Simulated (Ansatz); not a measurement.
# A computed series for TiTe2: response to strain

Take TiTe₂ in the CdI2 type structure (space group P-3m1, No. 164; a = 3.782 Å, c = 6.613 Å; layered, stacked along the Cartesian z axis; relaxed with 0.1 eV smearing) as the base. Axes: x lies along a and z along c of the hexagonal cell.

Strains are applied to the cell and any free atomic positions relax.

Calculations: r2SCAN+rVV10 (Ansatz, a program for electronic structure; PAW; 500 eV plane waves; scalar-relativistic without spin-orbit coupling), earlier PAW set.

Candidates:
(a) uniaxial strain ε_yy = −1.80 %
(b) uniaxial strain ε_zz = −5.08 %
(c) uniaxial strain ε_zz = +3.95 %

Notes on the quantities. energy relative to the base: free energy F.

**Question.** Order them by energy relative to the base, lowest first.

**Answer.** (a) uniaxial strain ε_yy = −1.80 % (+2.4 meV/atom), (c) uniaxial strain ε_zz = +3.95 % (+3.6 meV/atom), (b) uniaxial strain ε_zz = −5.08 % (+10 meV/atom)

Whether these cells are dynamically stable was not tested. All final runs are without spin polarisation.
